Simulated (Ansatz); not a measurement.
**ScCu2 (I4/mmm, No. 139; cell taken from a computed entry)**

Calculation: r²SCAN in Ansatz (PAW).

Run with plane-wave cutoff 500 eV, 24×24×24 k mesh, Fermi–Dirac smearing 0.1 eV, no spin polarisation, scalar-relativistic PAW data made under PBE.

Cell: relaxed at this level.

```yaml
volume_per_atom: 14.84 Å³/atom
lattice_parameter_a: 3.269 Å
c axis length: 8.331 Å
band_gap: zero (no gap)
```

Note: the relaxation could not lower the start's symmetry, so the cell can be a saddle point above a distorted one.

Computed values are for the static lattice.

Computing time: around 15 core-minutes (rough).

Ansatz is a program for electronic structure.
